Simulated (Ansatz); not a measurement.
Consider MgTe in the wurtzite structure (space group P6_3mc, No. 186).

```
MgTe
1.0
    4.50890     0.00000     0.00000
   -2.25445     3.90482     0.00000
    0.00000     0.00000     7.33770
Mg Te
2 2
Cartesian
  0.00000   2.60321   7.33602
  2.25445   1.30161   3.66717
  0.00000   2.60321   2.76065
  2.25445   1.30161   6.42950
```

Cartesian axes are those of the cell as printed.

Level of theory: LDA/PAW in Ansatz (a first-principles code), without spin-orbit coupling.

Strains are applied to the cell and any free atomic positions relax.

One change was made to it. Results:

The shortest interatomic distance decreases by 0.022 Å to 2.735 Å; the energy rises by 3.5 meV/atom.

### Question
Which of these changes matches the shifts?
A) uniaxial strain ε_zz = −2.40 %
B) uniaxial strain ε_zz = −3.00 %
C) uniaxial strain ε_zz = −0.60 %
D) uniaxial strain ε_zz = −1.80 %

### Answer
A, uniaxial strain ε_zz = −2.40 %. For comparison, the energy relative to the base in the other runs: uniaxial strain ε_zz = −1.80 % gives +2.0 meV/atom; uniaxial strain ε_zz = −3.00 % gives +5.5 meV/atom; uniaxial strain ε_zz = −0.60 % gives +0.2 meV/atom.

No phonon test of stability was made.
